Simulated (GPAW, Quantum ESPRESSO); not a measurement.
A GPAW input for a self-consistent single point of SrCu₂Ge₂ (I4/mmm, 5 atoms in the cell) (DFT PBEsol, plane waves, GPAW PAW datasets PBEsol (made by gpaw-setup)):

```python
from ase import Atoms
from ase.units import GPa
from gpaw import GPAW, PW, FermiDirac

atoms = Atoms(['Sr', 'Cu', 'Cu', 'Ge', 'Ge'],
              cell=[[-2.153710, 2.153710, 5.194965],
                    [2.153710, -2.153710, 5.194965],
                    [2.153710, 2.153710, -5.194965]],
              scaled_positions=[[0.000000, 0.000000, 0.000000],
                                [0.250000, 0.750000, 0.500000],
                                [0.750000, 0.250000, 0.500000],
                                [0.626980, 0.626980, 0.000000],
                                [0.373020, 0.373020, 0.000000]],
              pbc=True)

calc = GPAW(mode=PW(850),
            xc='PBEsol',
            kpts=(7, 7, 7),
            occupations=FermiDirac(0.136),
            nbands=-13,
            symmetry={'symmorphic': False, 'tolerance': 0.0005},
            maxiter=120,
            txt='-')

atoms.calc = calc

energy = atoms.get_potential_energy()
print('Energy (eV):', round(energy, 6))
forces = atoms.get_forces()
print('Forces (eV/Ang):')
print(forces.round(5))
stress = atoms.get_stress()
print('Stress (GPa, Voigt):', (stress / GPa).round(4))
```

Give the Quantum ESPRESSO input for the same structure, mesh, smearing and functional.

One input that does it (others would too):

```fortran
&CONTROL
 calculation = 'scf',
 outdir = './tmp',
 pseudo_dir = './',
 tprnfor = .true.,
 tstress = .true.,
/
&SYSTEM
 ibrav = 7,
 celldm(1) = 8.139844104,
 celldm(3) = 2.41210051493,
 nat = 5,
 ntyp = 3,
 ecutwfc = 50,
 ecutrho = 350,
 occupations = 'smearing',
 smearing = 'fermi-dirac',
 degauss = 0.0099958,
 input_dft = 'pbesol',
/
&ELECTRONS
 conv_thr = 1.0d-9,
 mixing_beta = 0.4,
/
ATOMIC_SPECIES
Sr    87.6200  Sr.pbe-spn-rrkjus_psl.1.0.0.UPF
Cu    63.5460  Cu.pbe-dn-rrkjus_psl.1.0.0.UPF
Ge    72.6300  Ge.pbe-n-rrkjus_psl.1.0.0.UPF
ATOMIC_POSITIONS {angstrom}
Sr    0.000000000    0.000000000    0.000000000
Cu    0.000000000    2.153710000    2.597482500
Cu   -2.153710000    0.000000000    2.597482500
Ge    0.000000000    0.000000000    6.514278311
Ge    0.000000000    0.000000000    3.875651689
K_POINTS {automatic}
7 7 7  0 0 0
```

Basis, cutoffs, solver keys and any potentials are the target program's own. This input uses DFT, PBEsol, plane waves, PSlibrary ultrasoft (PBE) pseudopotentials.

The starting cell comes from a database of computed structures (which also holds hypothetical and non-ambient phases and stackings), without a prior relaxation at this level. Its lattice was rescaled by a random factor within 2.5 % of one.
